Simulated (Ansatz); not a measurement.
System: V4GaSe8 (F-43m, No. 216, 13 atoms in the cell; start mp-21504). Method: r²SCAN (PAW; Ansatz, a first-principles code).

Run with plane-wave cutoff 560 eV, 10×10×10 k mesh, Fermi–Dirac smearing 0.05 eV, spin-polarised start, scalar-relativistic PAW data made under PBE.

Cell (relaxed with PBEsol):

```
CELL_PARAMETERS angstrom
      0.00000     5.02391     5.02391
      5.02391     0.00000     5.02391
      5.02391     5.02391     0.00000
ATOMIC_POSITIONS crystal
  V  0.10396 0.10396 0.68811
  V  0.10396 0.68811 0.10396
  V  0.10396 0.10396 0.10396
  V  0.68811 0.10396 0.10396
  Ga 0.50000 0.50000 0.50000
  Se 0.36196 0.36196 0.36196
  Se 0.91411 0.36196 0.36196
  Se 0.36196 0.36196 0.91411
  Se 0.36196 0.91411 0.36196
  Se 0.86741 0.86741 0.86741
  Se 0.39778 0.86741 0.86741
  Se 0.86741 0.86741 0.39778
  Se 0.86741 0.39778 0.86741
```

Question: Predict the band gap and direct gap at Γ.

Answer: 
band gap: 0.04 eV (under three smearing widths, so not firm)
direct gap at Γ: 0.78 eV

Note: the magnetic order was assumed, not searched for or taken from measurement; cell and atoms aren't relaxed at this level (largest force component 0.25 eV/Å, pressure 3.6 GPa).

Spin–orbit coupling is not included; it can close the smallest gap of 0.04 eV.

The computed numbers hold no vibrational or temperature effects.

It cost about 17 core-minutes (a rough figure) of CPU time.

A start named mp-… is a Materials Project structure, which need not be a measured phase.
